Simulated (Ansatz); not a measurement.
Question: Name crystals whose electron conductivity mass lies between 0.048 and 0.075 mₑ and whose band gap lies between 0.8 and 1.25 eV, by r2SCAN, rigid bands (Ansatz, a program for electronic structure).

Answer: Many crystals can fit; among those computed here:
- GaAs (F-43m): 0.060 mₑ, 1.00 eV

Masses are for dilute carriers at 300 K, harmonic means over directions unless an axis is named. Spin-orbit coupling is left out.
